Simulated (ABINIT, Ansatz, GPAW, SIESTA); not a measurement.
## One structure in several programs: Nb₂CuSe₄ (P3m1, 7 atoms in the cell)

Self-consistent single point.

```yaml
crystal:
  lattice:
    - [3.56073, 0.00000, 0.00000]
    - [-1.78036, 3.08368, 0.00000]
    - [0.00000, 0.00000, 13.99414]
  atoms:
    - { symbol: Nb, position: [0.00000, 0.00000, 0.25372] }
    - { symbol: Nb, position: [0.66667, 0.33333, 0.74894] }
    - { symbol: Cu, position: [0.00000, 0.00000, 0.03658] }
    - { symbol: Se, position: [0.00000, 0.00000, 0.63212] }
    - { symbol: Se, position: [0.66667, 0.33333, 0.37168] }
    - { symbol: Se, position: [0.66667, 0.33333, 0.13232] }
    - { symbol: Se, position: [0.00000, 0.00000, 0.86864] }
```

Shared settings, as Ansatz (a first-principles code) writes them: kpoints.mp_grid.grid = 5 5 2; scf.occupations.method = gaussian; scf.occupations.width = 0.2 eV. Potentials and cutoffs stand in the table.

| code | model | pressure (GPa) | largest force (eV/Å) | cutoff |
|---|---|---|---|---|
| SIESTA | LDA PW92+U, numerical atomic orbitals DZP, PseudoDojo LDA standard norm-conserving potentials (rewritten from UPF to PSML) | -4.64 | 0.301 | grid 300 Ry |
| GPAW | LDA (Perdew-Wang 92)+U, GPAW PAW datasets LDA (gpaw-data 1.0.1) | -7.96 | 0.713 | 800 eV |
| ABINIT | LDA (PW92)+U, PAW (JTH v2.0 LDA PAW) | -7.70 | 0.651 | 816 eV |
| Ansatz | LDA (PW92)+U, PAW files made with PBE | -8.07 | 0.716 | default |

Size of the force on each atom (eV/Å): Sizes of forces hide their directions.

```
code      Nb1    Nb2    Cu3    Se4    Se5    Se6    Se7
------  -----  -----  -----  -----  -----  -----  -----
SIESTA  0.164  0.189  0.015  0.028  0.083  0.301  0.032
GPAW    0.059  0.166  0.144  0.625  0.713  0.020  0.301
ABINIT  0.018  0.179  0.152  0.574  0.651  0.025  0.246
Ansatz  0.038  0.176  0.157  0.625  0.716  0.009  0.271
```

Hubbard term: [{species: Nb, l: d, u_eff: 2.0}] eV.

On Ansatz's run: spin polarisation is off; with an odd number of electrons in the cell that forces a metal, and a magnetic state may lie lower. The U value is a test value, and with U on an open shell several self-consistent states can exist.

The spread over the programs that give each value: pressure within 3.43 GPa; largest force within 0.415 eV/Å.

SIESTA uses small atom-centred bases, whose incompleteness enters pressures, forces and empty levels differently from a plane-wave cutoff. Ansatz's pressure is given at a fixed set of plane waves, as the other plane-wave codes print theirs. The same U acts on different projectors in each program, which moves gaps, moments and pressures. In the pressure, SIESTA (by 3.32) lies more than 1 GPa from the median of the plane-wave programs. In the force vectors, SIESTA (by 0.653) lies more than 0.08 eV/Å from the median of the plane-wave programs.

The shared mesh is coarse (it stands for a supercell whose shortest vector is 18 Å), so the values are not converged in it.

The starting cell comes from a database of computed structures (which also holds hypothetical and non-ambient phases and stackings), without a prior relaxation at this level. Its lattice was rescaled by a random factor within 2.5 % of one.

Keys are those of Ansatz 0.2.
